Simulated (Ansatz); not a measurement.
The parent structure is C (space group R-3, No. 148; a = 6.318 Å, c = 3.846 Å (hexagonal axes); a hypothetical phase, not in the database extracts checked).

The change: a hydrostatic pressure of 10 GPa.

Levels (all Ansatz, a quantum-chemistry and plane-wave program, PAW): PBEsol (420 eV, no spin-orbit coupling); HSE06 (420 eV, without spin-orbit coupling).

The geometry is relaxed with PBEsol.

* **PBEsol lowest conduction level above the VBM at special points**: L 3.31 eV; F 4.24 eV; P₂ 4.87 eV; Γ 6.58 eV

### Question
Predict the lowest conduction level above the VBM at special points from HSE06.

### Answer
The lowest conduction level above the VBM at special points changes from L 3.31 eV; F 4.24 eV; P₂ 4.87 eV; Γ 6.58 eV to L 4.57 eV; F 5.57 eV; P₂ 6.21 eV; Γ 8.11 eV.

Single points use the geometry relaxed with PBEsol. The hybrid gap comes from the SCF mesh plus the semilocal run's edge points and a few special points and is an upper bound. The levels and masses belong to the bands next to the band gap. Load acts through the strain it causes; cell and atoms are relaxed under it. Whether these cells are dynamically stable was not tested. Competing high-pressure phases were not computed.
